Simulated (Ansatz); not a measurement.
Start from ZrB2 (space group P6/mmm, No. 191; relaxed with 0.1 eV smearing).

```
ZrB2
1.0
    3.15522     0.00000     0.00000
   -1.57761     2.73250     0.00000
    0.00000     0.00000     3.50621
Zr B
1 2
Direct
  0.00000   0.00000   0.00000
  0.66667   0.33333   0.50000
  0.33333   0.66667   0.50000
```

Cartesian axes are those of the cell as printed.

The values are results of DFT with PBEsol, PAW potentials and a 420 eV plane-wave cutoff in Ansatz (a program for electronic structure), without spin-orbit coupling, not measurements.

For the base:

```
Quantity                         Value
-----------------------------  -------
Pressure                       0.0 GPa
Shortest interatomic distance  1.822 Å
Band gap                          zero
```

Modification: the cell is compressed by 0.50 % along z with no lateral relaxation, atoms relaxed at fixed cell.

Question: What does the calculation give for the pressure, energy relative to the base, shortest interatomic distance and band gap after the change?

Answer: The pressure (mean of the normal stresses, compression positive) goes from zero to 1.2 GPa; the energy rises by 0.4 meV/atom; the shortest interatomic distance stays 1.822 Å; the band gap stays zero.

The cells carry an imposed strain or load. Whether these cells are dynamically stable was not tested. All final runs are without spin polarisation.
